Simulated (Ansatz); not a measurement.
The parent structure is Mg₂Sn (space group Fm-3m, No. 225; relaxed with 0.1 eV smearing).

```
CELL_PARAMETERS angstrom
      0.00000     3.40879     3.40879
      3.40879     0.00000     3.40879
      3.40879     3.40879     0.00000
ATOMIC_POSITIONS crystal
  Mg 0.25000 0.25000 0.25000
  Mg 0.75000 0.75000 0.75000
  Sn 0.00000 0.00000 0.00000
```

Computed with plane-wave PAW DFT at the PBE level (Ansatz, an electronic-structure program, 420 eV), scalar-relativistic without spin-orbit coupling.

Base values:

The pressure is 0.0 GPa.

One thing is altered: every lattice vector is stretched by 0.50 %; the atoms relax in the strained cell.

### Question
How does this affect the energy relative to the base and pressure?

### Answer
The energy increases by 0.7 meV/atom; the pressure goes from zero to -0.6 GPa.

No phonon test of stability was made.
